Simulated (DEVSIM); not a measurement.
Device: Mo/HfO2/p-In0.53Ga0.47As capacitor, at 300 K.

Layer 1 from the left is HfO2, thickness (nm) 14.0. Layer 2 from the left is In0.53Ga0.47As, thickness (nm) 3400, Na (cm⁻³) 2.8e16.

Metal gate on the left, work function 4.6 eV. Fixed charge at the semiconductor interface 1.5e10 cm⁻² (in units of +e); no interface traps.

Constants are typed, rounded textbook-type inputs, not results; the design itself was drawn at random and stands for no fabricated device. Values at 300 K.

HfO2: gap (eV) 5.7, affinity (eV) 2.5, permittivity 22. In0.53Ga0.47As: gap (eV) 0.74, affinity (eV) 4.51, permittivity 13.9, Nc (cm⁻³) 2.1e17, Nv (cm⁻³) 7.7e18.

Estimate by hand the flat-band voltage, the threshold voltage, and compare with a numerical solution.


- Flat-band voltage: C = 1.39 μF/cm², work-function difference -0.505 V; VFB = φms − qNf/C = -0.51 V; numerical -0.51 V.
- Threshold voltage: φF = 0.271 V, depletion charge √(4εqNφF) = 7.74e-8 C/cm²; VT = VFB + 2φF + Qd/C = 0.09 V; numerical 0.09 V.

DEVSIM, 1D Poisson equation in equilibrium, Boltzmann statistics, complete ionisation; no quantum confinement or tunnelling. Metal contacts follow the ideal Schottky-Mott rule: no Fermi-level pinning, no interface dipoles.
